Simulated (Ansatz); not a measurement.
The starting structures come from a database of crystals and need not be the phases stable at ambient conditions.

 Where the default PAW files enter, the runs use the earlier of Ansatz's two default sets.

Tunnelling through a barrier is set by its complex band structure: the current falls as exp(−2κd) with the smallest κ.

Input:

```xyz
14
Lattice="7.2676 0.0000 0.0000 0.0000 7.2676 0.0000 3.6338 -3.6338 5.1390" Properties=species:S:1:pos:R:3 pbc="T T T"
Al     7.2676     1.8169     1.2847
Al     5.4507     3.6338     3.8542
Al     7.2676     5.4507     1.2847
Al     9.0845     3.6338     3.8542
Cd     3.6338     0.0000     2.5695
Cd     3.6338     3.6338     0.0000
S      7.2676     2.0272     3.7055
S      1.6066     0.0000     1.1360
S      7.2676    -2.0272     3.7055
S      5.6610     0.0000     1.1360
S      5.6610     3.6338     1.4335
S      3.6338    -2.0272     4.0030
S      1.6066     3.6338     1.4335
S      3.6338     2.0272     4.0030
```

Space group of this cell: Fd-3m, spinel. The cell is taken as given; by r2SCAN its mean pressure is 0.6 GPa.

Transport runs along the normal of the first two printed cell vectors, the (001) plane of the conventional cell.

The gap is the functional's own. No spin-orbit coupling. Mid-gap values are interpolated on the energy grid.

Question: Give the band gap and the smallest decay constant κ at mid-gap that r2SCAN in Ansatz (an electronic-structure program) yields.

Answer: Gap 3.03 eV on a 6×6×6 mesh; κ = 0.209 1/Å, at the zone centre.
